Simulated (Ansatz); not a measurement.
The reference is Se (space group P3_121, No. 152; a = 4.535 Å, c = 5.041 Å; made of chains).

(Cell as relaxed with PBE.)

Levels (all Ansatz, a quantum-chemistry and plane-wave program, PAW): PBE (420 eV, no SOC); r2SCAN (500 eV, scalar-relativistic without spin-orbit coupling).

Each level relaxes its own structure.

```csv
base,PBE,r2SCAN
volume per atom,29.92 Å³,29.25 Å³
lattice parameter a,4.535 Å,4.506 Å
band gap,1.04 eV,1.33 eV
```

Perturbation: cell and atoms relaxed at a pressure of 5 GPa.

```tsv
quantity	PBE	r2SCAN
shortest interatomic distance	2.456 Å	2.405 Å
c/a ratio	1.316	1.283
```

PBE's shortest interatomic distance lies 0.051 Å above r2SCAN's (2.1 %); PBE's c/a ratio lies 0.033 above r2SCAN's. Neither level is exact; r2SCAN is the comparison here, not a measurement.

Load acts through the strain it causes; cell and atoms are relaxed under it. Whether these cells are dynamically stable was not tested. Competing high-pressure phases were not computed. No dispersion term is included, though the crystal is made of layers, chains or molecules, so its spacings can come out too wide.
